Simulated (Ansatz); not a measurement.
Functionals compared on a constructed model of the (111) surface of fcc Au, a pseudomorphic layer of Mg in the host's stacking (bottom of the slab: a bare face, its two planes held), in Ansatz (plane waves, PAW). The structure was relaxed with PBE; the other rows are single points on it. Cutoff 420 eV (500 eV for r2SCAN).

Set-up: 7 atoms, 14.3 Å thick at the start; mesh 15x15x1; 0.1 eV smearing; dipole correction on; 2 atoms held, the rest relaxed; held to the start's symmetry, so lower structures may exist; no spin, no spin-orbit, no U. It is one candidate, not shown to be the stable structure of the face. These notes are the PBE run's.

| functional | work function of the top face (eV) | rough cost of the single point |
|---|---|---|
| PBE | 4.10 | – |
| RPBE | ? | very roughly 23 core-seconds |
| r2SCAN | 4.19 | very roughly 40 core-seconds |

### Question
Some entries are withheld; supply them.

### Answer

- RPBE, work function of the top face (eV): 4.03

Ansatz is a first-principles code.
